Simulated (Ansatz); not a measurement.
Checking a run of Ansatz (a first-principles code) on CsMnI3 (Pm-3m, 5 atoms in the cell). The aim is a self-consistent single point with DFT, LDA (PW92), plane waves, default PAW files made with PBE.

This input was run:

Ansatz 0.2 input:
```yaml
crystal:
  lattice:
    - [5.675103, 0.000000, 0.000000]
    - [0.000000, 5.675103, 0.000000]
    - [0.000000, 0.000000, 5.675103]
  atoms:
    - { symbol: Cs, position: [0.000000, 0.000000, 0.000000] }
    - { symbol: Mn, position: [0.500000, 0.500000, 0.500000], spin: 4.0 }
    - { symbol: I, position: [0.000000, 0.500000, 0.500000] }
    - { symbol: I, position: [0.500000, 0.500000, 0.000000] }
    - { symbol: I, position: [0.500000, 0.000000, 0.500000] }
basis:
  ecutwfc: 40
kpoints:
  mp_grid: { grid: [6, 6, 6] }
hamiltonian:
  xc: lda
  pseudopotentials: { kind: paw }
magnetization:
  spin_polarized: true
scf:
  occupations: { method: cold, width: 0.272 }
output:
  forces: true
  eigenvalues: true
  stress: true
```

The program printed (abridged):

```
WARN basis.ecutwfc = 40 eV is below the records' recommended cutoff, and the density's cutoff is lower with it unless basis.ecutrho_ratio is high enough to …
   [... lines left out ...]
Symmetry: 48 space group operations
Space group: Pm-3m (ITA 221), of the structure as read, at distance tolerance 5.7e-5 Å
Magnetic group: BNS 221.92 (UNI 1594), of the structure as read, at distance tolerance 5.7e-5 Å
k-points: 20 of 216
PAW frozen core: Cs, regenerated for the run's functional, and the local potential with it
PAW frozen core: Mn, regenerated for the run's functional, and the local potential with it
PAW frozen core: I, regenerated for the run's functional, and the local potential with it
Initial density: superposition of atomic densities (chi_scale 0.1, normalization cell, long waves kept (reshape's long-wave potential 0.00 eV rms))
Starting moments: Σ|m| = 4 μB on 1 of 5 sites
Initial wavefunctions: pseudopotential atomic-orbital guess
Eigensolver: davidson
Functional: x = slater, c = lda
SCF iter   1: F=—  HF=-29269.696018 eV  |F-HF|=—  |Δ(HF+E_count)|=         —  Δρ=7.38e-1 (↑7.38e-1 ↓6.39e-1)  dr2=3.59e3  dr2_m=1.69e1  M=0.257 μB ∫|m|=0.284 μB  β_m=0.30  ethr=3.10e-3  ⟨swp⟩=1.0  Hψ=4170  notcnv=0
Mixer restart at iter 1: flushing history
all-band conjugate gradients solve this SCF's bands
preconditioner: auto → none
   [... lines left out ...]
SCF iter  12: F=—  HF=-26747.550729 eV  |F-HF|=—  |Δ(HF+E_count)|=   4.79e-7  S|Δr|=    0.00e0  Δρ=5.66e-6 (↑5.64e-6 ↓5.66e-6)  dr2=8.33e-7  dr2_m=3.67e-12  M=0.000 μB ∫|m|=0.000 μB  β_m=0.65  ethr=2.84e-9  ⟨swp⟩=2.0  Hψ=2657  notcnv=0  defer=106
SCF iter  13: F=-26747.550729 eV  HF=-26747.550729 eV  |F-HF|=1.12e-9  |Δ(HF+E_count)|=   3.11e-7  S|Δr|=    0.00e0  Δρ=9.51e-7 (↑9.51e-7 ↓9.42e-7)  dr2=4.08e-9  dr2_m=1.09e-12  M=0.000 μB ∫|m|=0.000 μB  ethr=1.33e-10  ⟨swp⟩=11.7  Hψ=8631  notcnv=0
SCF 1 converged in 13 iterations: F = -26747.550729 eV  dr2 = 4.08e-9
the search or the solves at the SCF's close seem to have found levels that the self-consistency loop had missed (the run counts 9) …
   [... lines left out ...]
WARN: the starting moments were not kept: the SCF closed with an absolute magnetisation of 1.8e-6 μB, where they sum to 4 μB in size (1 site) …
Absolute magnetization: 0.0000 μB (∫|ρ↑−ρ↓|, with the PAW one-centre terms)
Free energy (F): -26747.550729 eV
Fermi energy:    16.182896 eV
   [... lines left out ...]
--- Stress (GPa, compression-positive) ---
    -1587.616363       0.000000       0.000000
        0.000000   -1587.616363       0.000000
        0.000000       0.000000   -1587.616363
  P = ⅓ Tr σ = -1587.6164 GPa (-15876.164 kbar)
  The stress holds no Pulay correction (an occupied level lies too near the plane-wave cutoff): it is that at fixed plane waves, as pw.x and ABINIT print it
```

Q: Is this run sound? If not, what is wrong?

A: The run is not sound. The fault is this: a cutoff meant in Ry typed as a bare number, read as eV. A bare number is read in the key's own unit, and eV, Ry (13.6 eV) and Ha (27.2 eV) lie far apart, so the setting ends up far from the one that was meant. To fix it, convert the value to the unit that the key expects. The run converged in 13 iterations without an error; against the sound input the free energy goes up by 934 eV/atom, the pressure goes from -0.95 to -1588 GPa and the size of the net moment goes from 0.99 to 0.00 μB/atom.

An input that runs soundly differs in these lines (not the only fix; some lines may just follow from the change or write a value another way):
```diff
-basis:
-  ecutwfc: 40
```

With that input, the run converged in 16 iterations: free energy E − TS (on the zero of these files) -31417.3383 eV; Fermi level (on the code's own zero) 6.93 eV; pressure -0.95 GPa; size of the cell's spin moment 4.96 μB (DFT, LDA (PW92), plane waves, default PAW files made with PBE).

On the sound input: the starting cell was generated: these elements placed on a structure prototype, without a prior relaxation; it need not be a known phase or ordering of this composition. With one magnetic atom in the cell only a parallel order is possible. Ansatz's pressure includes its estimate of the finite-basis (Pulay) stress.
